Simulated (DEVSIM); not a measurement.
System: Schottky contact on n-type Si, at 300 K.

Layer 1 from the left is Si, thickness (μm) 3.30, Nd (cm⁻³) 4.6e16, τn (s) 3.1e-6, τp (s) 3.1e-6. Layer 2 from the left is Si, thickness (μm) 6.00, Nd (cm⁻³) 7.1e17, τn (s) 3.1e-6, τp (s) 3.1e-6.

Left contact: Schottky, work function 4.86 eV, emission velocity 8.5e6 cm/s. Right contact: ohmic. Voltage is applied to the left contact. Recombination: SRH at mid-gap, Auger. Mobility is constant in doping.

Constants are typed, rounded textbook-type inputs, not results; the design itself was drawn at random and stands for no fabricated device. Values at 300 K.

Si: gap (eV) 1.124, affinity (eV) 4.05, permittivity 11.7, Nc (cm⁻³) 2.86e19, Nv (cm⁻³) 3.1e19, μn (cm²/Vs) 1417, μp (cm²/Vs) 470, Cn (cm⁶/s) 2.8e-31, Cp (cm⁶/s) 9.9e-32.

DEVSIM, 1D drift-diffusion, Boltzmann statistics, complete ionisation; no tunnelling, impact ionisation, image-force lowering or self-heating. Metal contacts follow the ideal Schottky-Mott rule: no Fermi-level pinning, no interface dipoles.

What does the simulation give for the dark forward voltage at 1 A/cm², the potential step across the device at zero bias?

dark forward voltage at 1 A/cm² 0.361 V; potential step across the device at zero bias 0.714 V.
